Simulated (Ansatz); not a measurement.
# Ansatz run on SnSe₂ (P3m1, 3 atoms in the cell): self-consistent single point

Level of theory: LDA (PW92), default PAW files made with PBE (plane waves; Ansatz, a program for electronic structure).

This input was run:

Ansatz 0.2 input:
```yaml
crystal:
  lattice:
    - [1.899285, -3.289658, 0.000000]
    - [1.899285, 3.289658, 0.000000]
    - [0.000000, 0.000000, 6.121580]
  atoms:
    - { symbol: Sn, position: [0.000000, 0.000000, 0.008168] }
    - { symbol: Se, position: [0.333333, 0.666667, 0.250000] }
    - { symbol: Se, position: [0.666667, 0.333333, 0.750000] }
basis:
  ecutwfc: 420.0 eV
kpoints:
  mp_grid:
    grid: [8, 8, 4]
hamiltonian:
  xc: lda
  pseudopotentials:
    kind: paw
scf:
  occupations:
    method: fermi_dirac
    width: 0.05 eV
output:
  forces: true
  eigenvalues: true
  stress: true
```

The program printed (abridged):

```
WARN the atoms were moved onto the symmetric positions of the space group found under crystal.symmetry.tolerance 1.0e-5 (fractional …
WARN ansatz: RAYON_NUM_THREADS=1 ignored (pool sized by the plan → 1); use --threads N
Pseudopotentials: kind: paw
Pseudopotential: Sn, paw, valence charge 14
Pseudopotential: Se, paw, valence charge 16
Crystal: 3 atoms, lattice volume = 76.495 Å³
Basis set: ecut = 420 eV, 1485 PW (Γ)
Bands: 28, of which v1, the nominal top of the filled ones, is band 23 counted from 1 (22 counted from 0)
Symmetry: 6 space group operations
Space group: P3m1 (ITA 156), of the structure as read, at distance tolerance 4.2e-5 Å
k-points: 35 of 256 (time reversal used)
PAW frozen core: Sn, regenerated for the run's functional, and the local potential with it
PAW frozen core: Se, regenerated for the run's functional, and the local potential with it
Initial density: superposition of atomic densities (neutral atoms: chi_scale 0, normalization atom), corrected by the library's trained network
Initial wavefunctions: pseudopotential atomic-orbital guess
Eigensolver: davidson
Functional: x = slater, c = lda
SCF iter   1: F=—  HF=-16646.980518 eV  |F-HF|=—  |Δ(HF+E_count)|=         —  Δρ=5.42e-3  dr2=1.01e-2  ethr=1.77e-3  ⟨swp⟩=6.3  Hψ=4353  notcnv=0
all-band conjugate gradients solve this SCF's bands
preconditioner: auto → Resta (q_TF=auto, 2.507 Å⁻¹)
SCF iter   2: F=—  HF=-16646.975297 eV  |F-HF|=—  |Δ(HF+E_count)|=   5.22e-3  Δρ=2.66e-3  dr2=2.52e-3  ethr=2.20e-5  ⟨swp⟩=2.0  Hψ=1866  notcnv=0  defer=5
SCF iter   3: F=—  HF=-16646.974639 eV  |F-HF|=—  |Δ(HF+E_count)|=   6.59e-4  Δρ=4.23e-4  dr2=1.30e-4  ethr=5.48e-6  ⟨swp⟩=2.0  Hψ=1137  notcnv=0  defer=5
SCF iter   4: F=—  HF=-16646.974622 eV  |F-HF|=—  |Δ(HF+E_count)|=   1.64e-5  Δρ=1.34e-4  dr2=2.14e-5  ethr=2.84e-7  ⟨swp⟩=2.0  Hψ=1592  notcnv=0  defer=5
SCF iter   5: F=—  HF=-16646.974618 eV  |F-HF|=—  |Δ(HF+E_count)|=   4.06e-6  Δρ=3.29e-5  dr2=1.21e-6  ethr=4.65e-8  ⟨swp⟩=2.0  Hψ=1592  notcnv=0  defer=5
SCF iter   6: F=—  HF=-16646.974618 eV  |F-HF|=—  |Δ(HF+E_count)|=   8.92e-8  Δρ=1.31e-5  dr2=1.92e-7  ethr=2.64e-9  ⟨swp⟩=2.0  Hψ=1592  notcnv=0  defer=5
SCF iter   7: F=-16646.974618 eV  HF=-16646.974618 eV  |F-HF|=1.81e-8  |Δ(HF+E_count)|=   5.84e-8  Δρ=3.78e-6  dr2=2.11e-8  ethr=2.17e-10  ⟨swp⟩=6.5  Hψ=3984  notcnv=0
SCF 1 converged in 7 iterations: F = -16646.974618 eV  dr2 = 2.11e-8
SCF converged after 7 iterations
Free energy (F): -16646.974618 eV
Harris-Foulkes:  -16646.974618 eV  (|F-HF|=1.81e-8)
Internal energy: -16646.974535 eV  (E = F + TS)
E sigma→0 (E₀):  -16646.974576 eV
Entropy (-TS):   -0.000084 eV (-0.028 meV/atom)
Fermi energy:    8.312167 eV
--- Per-component energies (eV) ---
  E_band       = -869.809836
  E_kinetic    = 428.898114
  E_local      = -6089.313638  (includes V_loc(G=0)·N_el)
  E_nonlocal   = -1204.975298
  E_hartree    = 3113.155756
  E_xc         = -585.805408
  E_vxc        = -295.498885  (∫ρ·V_xc dr)
  E_paw        = -7653.358744  (= ΣΔE_a)
  E_vpaw       = 64.765616  (= ΣTr[D̂ρ^β])
  E_aug_tail   = -0.001235  (compensation charges beyond the density's cutoff)
  E_ewald      = -4660.433704
  E_core_change = 4.859623  (= ΣΔE_core)
  E_smearing   = -0.000084  (= −TS)
  E_closure    = 0.000000  (closes the sum)
  Σ components = -16646.974618   (vs F -16646.974618, Δ=0.00e0)
--- Forces (eV/Å), atoms counted from 1 ---
  atom   1  Sn     0.00000000     0.00000000    -0.79004841
  atom   2  Se    -0.00000000    -0.00000000     0.90368333
  atom   3  Se     0.00000000     0.00000000    -0.11366578
  max |Σ_I F_I| component: 3.08e-5 eV/Å
--- Stress (GPa, compression-positive) ---
        0.847737       0.000000       0.000000
        0.000000       0.847737       0.000000
        0.000000       0.000000       2.116507
  P = ⅓ Tr σ = 1.2707 GPa (12.707 kbar)
  The stress holds the Pulay correction. Without it, at fixed plane waves, as pw.x and ABINIT print it: P = 1.2213 GPa
--- Band table (eV; the first three rows and the last of 35) ---
  k-point 0: bands = ["-39.1866", "-39.1866", "-39.1466", "-39.1466", "-39.1313", "-38.9334", "-38.9334", "-38.9071", "-38.9071", "-38.8967", "-13.2356", "-13.2356", "-13.1897", "-13.1754", "-13.1754", "-6.1856", "-4.3406", "1.7343", "7.1600", [...]
  k-point 1: bands = ["-39.1866", "-39.1866", "-39.1466", "-39.1466", "-39.1313", "-38.9334", "-38.9334", "-38.9071", "-38.9071", "-38.8967", "-13.2356", "-13.2356", "-13.1896", "-13.1754", "-13.1754", "-6.1080", "-4.5089", "2.1508", "6.7040", [...]
  k-point 2: bands = ["-39.1866", "-39.1866", "-39.1466", "-39.1466", "-39.1313", "-38.9334", "-38.9334", "-38.9071", "-38.9071", "-38.8967", "-13.2356", "-13.2356", "-13.1895", "-13.1754", "-13.1754", "-6.0150", "-4.6866", "2.6797", "5.7999", [...]
  k-point 34: bands = ["-39.1863", "-39.1861", "-39.1467", "-39.1467", "-39.1309", "-38.9331", "-38.9329", "-38.9072", "-38.9072", "-38.8964", "-13.2739", "-13.2419", "-13.1826", "-13.1656", "-13.1530", "-4.2069", "-3.8289", "0.4068", "3.4294", [...]
```

The run converged in 7 iterations.

The starting cell has typed, rounded lattice constants, without a prior relaxation at this level. Its lattice was rescaled by up to half a per cent. One atom was moved a little off its site on purpose. Ansatz's pressure includes its estimate of the finite-basis (Pulay) stress. Another mesh or the band path of this cell gives a smaller gap, so this value is not converged in the mesh.
